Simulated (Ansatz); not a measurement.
Take SiC (space group P6_3mc, No. 186; a = 3.0781 Å, c = 10.0762 Å) as the base. Axes: x lies along a and z along c of the hexagonal cell.

Method: PBEsol in Ansatz (plane waves to 420 eV, PAW, no spin-orbit coupling), earlier PAW set.

Before the change:

* **Band gap**: 2.12 eV

One thing is altered: strain tensor (xx, yy, zz, yz, xz, xy) = (+0.17, +0.90, −0.40, −0.51, +0.70, +0.68) %, atoms relaxed at fixed cell.

**Question.** Estimate the effect on the energy relative to the base.

**Answer.** The energy rises by 4.1 meV/atom.

**Question.** Predict the new band gap.

**Answer.** The band gap drops by 0.18 eV (2.12 eV → 1.94 eV).

**Question.** What does the calculation give for the largest internal atomic displacement after the change?

**Answer.** The largest internal atomic displacement amounts to 0.017 Å.

Stability against distortions was not tested.

Ansatz is a first-principles code.
